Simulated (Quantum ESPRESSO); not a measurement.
Input and output of a self-consistent single point for Rb (Im-3m, 1 atom in the cell) (Quantum ESPRESSO).

Method of the run: LDA (PW92), PseudoDojo standard norm-conserving (LDA) pseudopotentials (plane waves; Quantum ESPRESSO).

The change in words: lattice scaled by 0.98; ecutwfc: 45 Ry → 79 Ry. Reference geometry:
```xyz
1
Lattice="2.8335 2.8335 2.8335 -2.8335 2.8335 2.8335 -2.8335 -2.8335 2.8335" Properties=species:S:1:pos:R:3 pbc="T T T"
Rb     0.0000     0.0000     0.0000
```

Reference input (self-consistent single point, DFT, LDA (PW92), plane waves, PseudoDojo standard norm-conserving (LDA) pseudopotentials): ecutwfc = 45 Ry; occupations = smearing; smearing = fd; degauss = 0.0073499 Ry; potentials = {Rb: Rb.upf}; K_POINTS = automatic 7 7 7 0 0 0; conv_thr = 1e-08 Ry. This run's input differs from it in these lines:

```diff
@@ -10,6 +10,6 @@
   ibrav = 3
-  A = 5.666950000
+  A = 5.553612000
   nat = 1
   ntyp = 1
-  ecutwfc = 45
+  ecutwfc = 79
   occupations = 'smearing'
```

Output (repeated stretches shortened):

```
     Self-consistent Calculation

     iteration #  1     ecut=    79.00 Ry     beta= 0.70

     Threshold (ethr) on eigenvalues was too large:
     Diagonalizing with lowered threshold

     c_bands:  1 eigenvalues not converged

     total energy              =     -54.21670839 Ry
     estimated scf accuracy    <       0.00116091 Ry

     iteration #  2     ecut=    79.00 Ry     beta= 0.70

     total energy              =     -54.21693283 Ry
     estimated scf accuracy    <       0.00007598 Ry

     iteration #  3     ecut=    79.00 Ry     beta= 0.70

     total energy              =     -54.21694038 Ry
     estimated scf accuracy    <       0.00000485 Ry

     iteration #  4     ecut=    79.00 Ry     beta= 0.70

     total energy              =     -54.21694072 Ry
     estimated scf accuracy    <       0.00000003 Ry

     iteration #  5     ecut=    79.00 Ry     beta= 0.70
     End of self-consistent calculation

     the Fermi energy is     2.0082 ev

!    total energy              =     -54.21694075 Ry
     estimated scf accuracy    <          2.6E-09 Ry
     smearing contrib. (-TS)   =      -0.00206953 Ry
     internal energy E=F+TS    =     -54.21487122 Ry

     convergence has been achieved in   5 iterations

     Forces acting on atoms (cartesian axes, Ry/au):

     atom    1 type  1   force =     0.00000000    0.00000000    0.00000000

     Total force =     0.000000     Total SCF correction =     0.000000

          total   stress  (Ry/bohr**3)                   (kbar)     P=       -2.93
  -0.00001989   0.00000000  -0.00000000           -2.93        0.00       -0.00
   0.00000000  -0.00001989   0.00000000            0.00       -2.93        0.00
  -0.00000000   0.00000000  -0.00001989           -0.00        0.00       -2.93

   JOB DONE.
```

The run converged in 5 iterations. Against the reference run the free energy falls by 12.9 meV/atom and the pressure goes from -0.43 to -0.29 GPa.

The starting cell has typed, rounded lattice constants, without a prior relaxation at this level. Its lattice was rescaled by up to half a per cent. For this run, on top of that: lattice scaled by 0.98.
